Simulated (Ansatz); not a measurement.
# Short convergence ladders for V3Pt (Pmm2, 8 atoms in the cell)

```yaml
crystal:
  lattice:
    - [4.77373, 0.00000, 0.00000]
    - [0.00000, 4.77373, 0.00000]
    - [0.00000, 0.00000, 4.77373]
  atoms:
    - { symbol: V, position: [0.00000, 0.75000, 0.50000] }
    - { symbol: V, position: [0.00000, 0.25000, 0.50000] }
    - { symbol: V, position: [0.76047, 0.50000, 0.00000] }
    - { symbol: V, position: [0.25000, 0.50000, 0.00000] }
    - { symbol: V, position: [0.50000, 0.00000, 0.75000] }
    - { symbol: V, position: [0.50000, 0.00000, 0.25000] }
    - { symbol: Pt, position: [0.00000, 0.00000, 0.00000] }
    - { symbol: Pt, position: [0.50000, 0.50000, 0.50000] }
```

Base method: PBEsol, default PAW files made with PBE (plane waves; Ansatz, a quantum-chemistry and plane-wave program).

Base settings: basis.ecutwfc = 420 eV; kpoints.mp_grid.grid = 5 5 5; hamiltonian.xc = pbesol; hamiltonian.pseudopotentials = {kind: paw} (the program's default PAW files); scf.occupations.method = fermi_dirac; scf.occupations.width = 0.1 eV.

The count of work is k-points × plane waves × bands × iterations; it is no time. Core times come from one kind of shared machine, to one figure; runs under 30 s give none.

**Shifted k-point meshes**

In this ladder: kpoints.mp_grid.shift = 0.5 0.5 0.5.

Only quantities that move along the ladder and can be compared are tabulated.

```tsv
kpoints.mp_grid.grid	free energy less the last step's (meV/atom)	pressure (GPa)	largest difference of a force vector from the last step's (eV/Å)	count of work / last	core time / last (rough)
1 1 1	685.97	15.54	0.398	0.0037	–
2 2 2	-48.26	-2.76	0.097	0.0029	–
3 3 3	9.58	-2.22	0.040	0.023	–
4 4 4	2.31	-2.33	0.007	0.023	–
5 5 5	-3.02	-2.64	0.005	0.079	–
7 7 7	-0.33	-2.55	0.003	0.19	0.3
9 9 9	-0.03	-2.53	0.001	0.36	0.6
11 11 11	0.01	-2.53	0.000	0.63	0.9
14 14 14	0.00	-2.53	0.000	1.0	1
```

Coarsest kpoints.mp_grid.grid that holds the pressure within 0.05 GPa of the last step, with all finer ones: 7 7 7, at 0.19 of the last step's count of work and about 0.3 of the last step's time; the step before is off by 0.11 GPa.

Coarsest kpoints.mp_grid.grid that holds the forces within 0.01 eV/Å of the last step, with all finer ones: 4 4 4, at 0.023 of the last step's count of work; the step before is off by 0.040 eV/Å.

Coarsest kpoints.mp_grid.grid that holds the free energy within 2 meV/atom of the last step, with all finer ones: 7 7 7, at 0.19 of the last step's count of work and about 0.3 of the last step's time; the step before is off by 3.0 meV/atom.

**The k-point mesh at a smearing width of 0.3 eV**

In this ladder: scf.occupations.width = 0.3 eV.

Only quantities that move along the ladder and can be compared are tabulated.

```tsv
kpoints.mp_grid.grid	free energy less the last step's (meV/atom)	pressure (GPa)	count of work / last
3 3 3	-4.82	-0.73	0.0085
4 4 4	0.17	-0.60	0.029
5 5 5	0.56	-0.48	0.029
11 11 11	0.01	-0.54	0.23
14 14 14	0.00	-0.54	1.0
```

Coarsest kpoints.mp_grid.grid that holds the free energy within 0.5 meV/atom of the last step, with all finer ones: 11 11 11, at 0.23 of the last step's count of work; the step before is off by 0.56 meV/atom.

Coarsest kpoints.mp_grid.grid that holds the pressure within 0.1 GPa of the last step, with all finer ones: 4 4 4, at 0.029 of the last step's count of work; the step before is off by 0.19 GPa.

**The width of Methfessel-Paxton smearing**

In this ladder: kpoints.mp_grid.grid = 8 8 8; scf.occupations.method = methfessel_paxton.

Narrow widths need finer meshes than wide ones, so the last steps can hold mesh noise.

Only quantities that move along the ladder and can be compared are tabulated; pressure and forces are left out, as mesh noise rules them at narrow widths.

```tsv
scf.occupations.width	free energy less the last step's (meV/atom)	core time / last (rough)
1 eV	-1.33	1
0.5 eV	-5.83	0.7
0.3 eV	-2.32	1
0.1 eV	0.00	1
```

State of the free energy at the end of the ladder: still drifting one way, by 5.8 meV/atom over the last two steps, so the last step is no safe reference.

On the base run: the starting cell comes from a database of computed structures (which also holds hypothetical and non-ambient phases and stackings), without a prior relaxation at this level. Its lattice was rescaled by up to half a per cent. One atom was moved a little off its site on purpose. Spin polarisation is off. Ansatz's pressure includes its estimate of the finite-basis (Pulay) stress.

Left out of this page: 2 runs of the series outside the window shown, repeating another row's setting, or not comparable.

Keys are those of Ansatz 0.2.
